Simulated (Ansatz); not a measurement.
Functionals compared on OH on the 1x1 (110) surface of zinc-blende InP (cut with top plane In + P), one in a 2x1 cell, started at the site 'hollow P', in Ansatz (plane waves, PAW). The structure was relaxed with PBE; the other rows are single points on it, each with its references at the same level. Cutoff 420 eV (500 eV for r2SCAN). The points keep PBE's geometry, so the relaxation of a polaron and the settling of charge on one site are left out.

Host crystal: zinc-blende InP, with a band gap (PBE, scalar-relativistic without spin-orbit coupling).

Set-up: 22 atoms, 8.9 Å thick at the start under the adsorbate (thin: gaps and levels are the slab's own); mesh 3x4x1; 0.01 eV smearing; dipole correction on; 8 atoms held, the rest relaxed; no symmetry held; spin-polarised, ending with about 0.8 μB a cell, a value that depends on the mesh; orders that need a larger cell were not tried, no spin-orbit, no U, no dispersion correction. The slab shows no gap over 0.04 eV on its mesh. At the end it is bonded to P. In PBE it is, or lies within 0.03 eV of, the lowest of the starts that converged. These notes are the PBE run's. RPBE: The program's check for a lower electronic state was not made. r2SCAN: The program's check for a lower electronic state was not made. Adsorption energies are against H2O(g) − ½ H2(g). A negative adsorption energy means that the adsorbate is more stable on the surface than in its reference.

```
functional  adsorption energy (eV)           rough cost of the single point
----------  ----------------------  ---------------------------------------
PBE                           0.78                                        –
RPBE                          0.87  about 2.5 core-minutes (a rough figure)
r2SCAN                        0.75            around 5 core-minutes (rough)
```

Ansatz is a program for electronic structure.
